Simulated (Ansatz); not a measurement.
Defect migration in beta tin: Bi-vacancy pair (Bi on one host Sn site, one Sn site vacant), neutral cell. Method: PBE, PAW (plane waves to 420 eV; Ansatz, an electronic-structure program).

Cell of 48 host sites held at the relaxed PBE lattice; a 2×2×2 k-point mesh shifted by half a step; Fermi-Dirac width 0.10 eV, spin-restricted; finite-size errors left in. Static, classical nuclei. Spin-orbit coupling is left out. Forms of the defect that were not tried may lie lower.

Barriers: single points on a 3×3×3 k-point mesh shifted by half a step at the bands' geometries (they differ from the bands' own by up to 0.07 eV, and are uncertain by about as much).

The step: Bi and the vacancy change places (Bi-vacancy distance between ideal sites 3.08 Å throughout) (strongly reconstructed ends). Atoms about the jump, Cartesian Å from the middle of the jump, before and after:

| atom | x0 | y0 | z0 | x1 | y1 | z1 |
|---|---|---|---|---|---|---|
| Bi1 | 0.01 | 1.00 | 0.37 | -0.01 | -1.00 | -0.37 |

### Question
Give the saddle-point geometry and the barrier.

### Answer

```tsv
atom	x	y	z
Bi1	-0.19	-0.01	-0.02
```
It lies 0.28 eV above the start and 0.28 eV above the end. The saddle point's order was not checked.
